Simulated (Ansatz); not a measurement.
# LiF (model structure, F-43m, No. 216, 2 atoms in the cell): band gap by level of theory

No measured value is used here.

```json
[
 {"level (code)": "LDA (Ansatz)", "value (eV)": "7.95 (direct)", "cell (Å³/atom)": "9.30"},
 {"level (code)": "PBEsol (Ansatz)", "value (eV)": "7.67 (direct)", "cell (Å³/atom)": "10.02"},
 {"level (code)": "r²SCAN+rVV10 (Ansatz)", "value (eV)": "8.63 (direct)", "cell (Å³/atom)": "9.76"},
 {"level (code)": "HSE06 (Ansatz)", "value (eV)": "10.02 (direct)", "cell (Å³/atom)": "10.02"},
 {"level (code)": "G0W0@PBEsol (Ansatz)", "value (eV)": "12.68 (direct)", "cell (Å³/atom)": "9.99"}
]
```

Computed values are for a static lattice.  G0W0@PBEsol: a quasiparticle level at a band edge is in doubt. Values are at the level's own equilibrium cell; HSE06 at the PBEsol cell; G0W0@PBEsol at the PBEsol cell. Cutoffs and k meshes differ between the levels. Ansatz's density-functional and Hartree–Fock values are scalar-relativistic unless marked +SOC, with PAW data made under PBE.

A model structure was made by putting elements into a prototype or built by hand; it is no filed structure, need not be a known phase, and can be a saddle point held by its symmetry.

Ansatz is an electronic-structure program.
